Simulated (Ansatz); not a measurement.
Functionals compared on a constructed model of the (111) surface of fcc Pd, a pseudomorphic layer of Cu in the host's stacking (bottom of the slab: a bare face, its two planes held), in Ansatz (plane waves, PAW). The structure was relaxed with PBE; the other rows are single points on it. Cutoff 420 eV (500 eV for r2SCAN).

Slab: 7 atoms, 13.7 Å thick at the start; k 15x15x1, smearing 0.1 eV, dipole-corrected; 2 atoms held, the rest relaxed; start symmetry kept, larger cells not searched; no spin, no spin-orbit, no U. In PBE it is, or lies within 0.01 eV a 1x1 cell of, the lowest of the 2 structures of its composition computed so far; larger cells were not tried. These notes are the PBE run's.

```csv
functional,work function of the top face (eV),rough cost of the single point
PBE,4.64,–
RPBE,4.46,about 50 core-seconds (a rough figure)
r2SCAN,4.64,very roughly 120 core-seconds
```

Ansatz is a program for electronic structure.
